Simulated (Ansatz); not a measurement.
Ansatz (a quantum-chemistry and plane-wave program), DFT, r2SCAN, plane waves, its default PAW files: Si2W, atoms displaced (from the phase in space group 180, mp-8939) (Si6W3), 9 atoms. Basis and mesh were picked for this test and aren't claimed converged.

* **cell**: 4.62, 4.62, 6.65 Å; 90, 90, 120°
* **distance to the nearest atom**: 2.48 to 2.59 Å
* **task**: single point
* **k mesh**: 4×4×4
* **hamiltonian.xc**: r2scan
* **kind of files**: paw
* **scf.occupations.method**: fermi_dirac
* **scf.occupations.width**: 0.05 eV
* **output.forces**: true
* **binding of workers (--pin)**: off
* **k-point pools (--kpoint-pools)**: 1
* **memory maximum (--max-ram)**: 8GiB
* **accuracy**: medium (default)
* **basis.precision**: auto (default)
* **basis.xc_grid**: 4 (default)
* **scf.eigensolver.kind**: auto (default)
* **scf.mixing.algorithm**: auto (default)
* **scf.mixing.preconditioner**: auto (default)
* **scf.convergence.dr2_threshold**: 1.22816e-07 (default)
* **scf.lower_state_search**: light (default)
* **k-points after symmetry**: 36
* **bands at the start**: 42
* **electrons**: 66
* **plane waves at Γ**: 3139
* **cutoff (eV)**: 500
* **FFT grid**: 36×36×50
* **symmetry operations**: 1

One run each. The counts of a restarted run leave out the earlier run.

All on 4 threads. Base settings, kept where nothing else is said: earlier_run = none (default) (scf.initial_density.chi_scale, scf.initial_density.normalization, checkpoint.read, checkpoint.density_extrapolation, kpoints.initial_grid not set). The settings tried:
- checkpoint.read = first.ck, earlier_run = first_atom_moved_ang=0.03 orbitals_saved=false
- checkpoint.read = first.ck, earlier_run = first_atom_moved_ang=0.1 orbitals_saved=false, checkpoint.density_extrapolation = none
- scf.initial_density.chi_scale = 0.1
- checkpoint.read = first.ck, earlier_run = first_atom_moved_ang=0 orbitals_saved=false hamiltonian.xc=pbe
- scf.initial_density.chi_scale = 0, scf.initial_density.normalization = cell
- checkpoint.read = first.ck, earlier_run = first_atom_moved_ang=0 orbitals_saved=false kpoints.mp_grid.grid=2×2×2
- kpoints.initial_grid = auto
- checkpoint.read = first.ck, earlier_run = first_atom_moved_ang=0 orbitals_saved=true scf.convergence.dr2_threshold=0.001
- checkpoint.read = first.ck, earlier_run = first_atom_moved_ang=0.1 orbitals_saved=false, checkpoint.density_extrapolation = follow_atoms
- checkpoint.read = first.ck, earlier_run = first_atom_moved_ang=0.3 orbitals_saved=false
- the base settings
- checkpoint.read = first.ck, earlier_run = first_atom_moved_ang=0.1 orbitals_saved=false
- checkpoint.read = first.ck, earlier_run = first_atom_moved_ang=0.03 orbitals_saved=true, checkpoint.density_extrapolation = none
- checkpoint.read = first.ck, earlier_run = first_atom_moved_ang=0 orbitals_saved=false scf.convergence.dr2_threshold=0.001

**Question.** Which settings need the fewest SCF iterations (all cycles of the run, searches included), which the most, and do any fail to converge?

**Answer.** Fewest SCF iterations (all cycles of the run, searches included), with those close behind: checkpoint.read = first.ck, earlier_run = first_atom_moved_ang=0 orbitals_saved=false scf.convergence.dr2_threshold=0.001 (4); checkpoint.read = first.ck, earlier_run = first_atom_moved_ang=0 orbitals_saved=true scf.convergence.dr2_threshold=0.001 (4); checkpoint.read = first.ck, earlier_run = first_atom_moved_ang=0.03 orbitals_saved=false (6). Most among those that reach the base run's result: kpoints.initial_grid = auto (16). All converged.

```tsv
setting	SCF iterations (all cycles of the run, searches included)	applications of H to a band	end
checkpoint.read = first.ck, earlier_run = first_atom_moved_ang=0 orbitals_saved=false scf.convergence.dr2_threshold=0.001	4	24968	converged
checkpoint.read = first.ck, earlier_run = first_atom_moved_ang=0 orbitals_saved=true scf.convergence.dr2_threshold=0.001	4	19523	converged
checkpoint.read = first.ck, earlier_run = first_atom_moved_ang=0.03 orbitals_saved=false	6	25644	converged
the base settings	8	27869	converged
checkpoint.read = first.ck, earlier_run = first_atom_moved_ang=0.1 orbitals_saved=false	8	32543	converged
checkpoint.read = first.ck, earlier_run = first_atom_moved_ang=0.03 orbitals_saved=true, checkpoint.density_extrapolation = none	8	25833	converged
checkpoint.read = first.ck, earlier_run = first_atom_moved_ang=0.1 orbitals_saved=false, checkpoint.density_extrapolation = follow_atoms	8	28621	converged
checkpoint.read = first.ck, earlier_run = first_atom_moved_ang=0 orbitals_saved=false hamiltonian.xc=pbe	8	32336	converged
checkpoint.read = first.ck, earlier_run = first_atom_moved_ang=0 orbitals_saved=false kpoints.mp_grid.grid=2×2×2	8	28437	converged
scf.initial_density.chi_scale = 0.1	9	31798	converged
checkpoint.read = first.ck, earlier_run = first_atom_moved_ang=0.3 orbitals_saved=false	9	31168	converged
checkpoint.read = first.ck, earlier_run = first_atom_moved_ang=0.1 orbitals_saved=false, checkpoint.density_extrapolation = none	9	32045	converged
scf.initial_density.chi_scale = 0, scf.initial_density.normalization = cell	10	34211	converged
kpoints.initial_grid = auto	16	34313	converged
```

Keys are those of Ansatz 0.2.
